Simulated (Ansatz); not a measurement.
AlN (model structure, started from the HgO type, Fm-3m, No. 225, 6 atoms in the cell; like a known high-pressure phase) was calculated with PBE0 in Ansatz (PAW).

Run with plane-wave cutoff 460 eV, 9×9×4 k mesh (along the axes of the cell as run), Fermi–Dirac smearing 0.01 eV, scalar-relativistic PAW data made under PBE.

Cell (relaxed with PBE-D3(BJ)):

```
AlN
1.0
    2.85339     0.00000     0.00000
   -1.42670     2.47111     0.00000
    0.00000     0.00000     6.98935
Al N
3 3
Cartesian
  0.47558   0.82373   3.49467
  1.90223   0.00000   5.82446
 -0.95112   1.64738   1.16489
  0.47556   0.82369   0.00000
  1.90227   0.00000   2.32978
 -0.95114   1.64742   4.65956
```

Give the computed band gap and smallest direct gap on the k points sampled.


- band gap: 6.85 eV (indirect)
- smallest direct gap on the k points sampled: 8.03 eV

Note: cell and atoms aren't relaxed at this level (pressure -1.0 GPa).

It cost roughly 2.2 core-minutes of CPU time.

A model structure was made by putting elements into a prototype or built by hand; it is no filed structure, need not be a known phase, and can be a saddle point held by its symmetry.

Ansatz is a first-principles code.
